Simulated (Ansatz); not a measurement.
We consider L1₀ (CuAu-type) TiAl, described by HSE06 (Ansatz, a program for electronic structure, plane waves, PAW).

Numerical settings: plane-wave cutoff 520 eV, 12×12×8 k mesh (along the axes of the cell as run), Fermi–Dirac smearing 0.1 eV (set by the program), no spin polarisation, scalar-relativistic PAW data made under PBE.

Cell (relaxed at this level):

```yaml
crystal:
  lattice:
    - [2.81003, 0.00000, 0.00000]
    - [0.00000, 2.81003, 0.00000]
    - [0.00000, 0.00000, 4.05894]
  atoms:
    - { symbol: Ti, position: [0.00000, 0.00000, 0.00000] }
    - { symbol: Al, position: [0.50000, 0.50000, 0.50000] }
```

Q: Predict the Poisson ratio, Voigt–Reuss–Hill bulk modulus, polycrystal shear modulus (Hill average) and Young modulus.

A: 
* **Poisson ratio**: 0.219
* **Voigt–Reuss–Hill bulk modulus**: 122 GPa
* **polycrystal shear modulus (Hill average)**: 84.5 GPa
* **Young modulus**: 206 GPa

Note: hybrids on metals are sensitive to the k mesh; the run warned that the count of filled bands differs between k points.

Elastic constants are with the ions relaxed.

It cost around 5 core-hours (rough) of CPU time.
